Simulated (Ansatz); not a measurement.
Layers are cut from database crystals; whether they can be made is not shown.

```
Property                                                                                                   Result
-------------------------------------------------  --------------------------------------------------------------
Surface                                            single layer of AgI (symmetry P-3m1 as a slab, 4 atoms a cell)
Vacuum level minus Kohn-Sham valence edge                                                                 5.74 eV
Vacuum level minus Kohn-Sham conduction edge                                                              3.65 eV
Gap of the slab on its mesh                                                                               2.08 eV
Apparent barrier, filled states, bias minus 1.5 V                                           6.3 eV (κ = 1.29 1/Å)
Apparent barrier, filled states, bias minus 2.1 V                                           7.1 eV (κ = 1.37 1/Å)
Apparent barrier, empty states, bias plus 1.4 V                                             3.2 eV (κ = 0.92 1/Å)
Apparent barrier, empty states, bias plus 2.0 V                                             3.1 eV (κ = 0.91 1/Å)
```

All values below come from PBE, Tersoff-Hamann images (plane waves, PAW; Ansatz, a first-principles code).

The apparent barrier is ħ²κ²/2m, with κ from the fall of the mean window density between 3.5 and 5 Å; states of large in-plane momentum fall faster than their energy alone says. Mesh 18×18×1, no spin-orbit coupling, no spin polarisation; biases count from the run's Fermi level.
